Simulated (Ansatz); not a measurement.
Cubic perovskite CsSrF₃ was calculated with rVV10 in Ansatz (PAW).

Run with plane-wave cutoff 520 eV, 8×8×8 k mesh, Fermi–Dirac smearing 0.01 eV, scalar-relativistic PAW data made under PBE.

Cell (relaxed at this level):

```cif
data_CsF3Sr
_chemical_formula_sum 'Cs1 Sr1 F3'
_space_group_name_H-M_alt 'P 1'
_space_group_IT_number 1
_cell_length_a 4.77047
_cell_length_b 4.77047
_cell_length_c 4.77047
_cell_angle_alpha 90.000
_cell_angle_beta 90.000
_cell_angle_gamma 90.000
loop_
_space_group_symop_operation_xyz
  'x, y, z'
loop_
_atom_site_label
_atom_site_type_symbol
_atom_site_fract_x
_atom_site_fract_y
_atom_site_fract_z
_atom_site_occupancy
Cs1 Cs 0.00000 0.00000 0.00000 1
Sr1 Sr 0.50000 0.50000 0.50000 1
F1 F 0.50000 0.00000 0.50000 1
F2 F 0.00000 0.50000 0.50000 1
F3 F 0.50000 0.50000 0.00000 1
```

Task: What does this level give for the bulk modulus B0, band gap and pressure derivative B′ of the bulk modulus?

Result: 
- bulk modulus B0: 45.4 GPa
- band gap: 6.03 eV
- pressure derivative B′ of the bulk modulus: 4.8

Note: the relaxation could not lower the start's symmetry, so the cell can be a saddle point above a distorted one.

Spin–orbit coupling is not included.

Static lattice: no zero-point or thermal effects.

It cost roughly 2.5 core-minutes of CPU time.

Ansatz is a first-principles code.
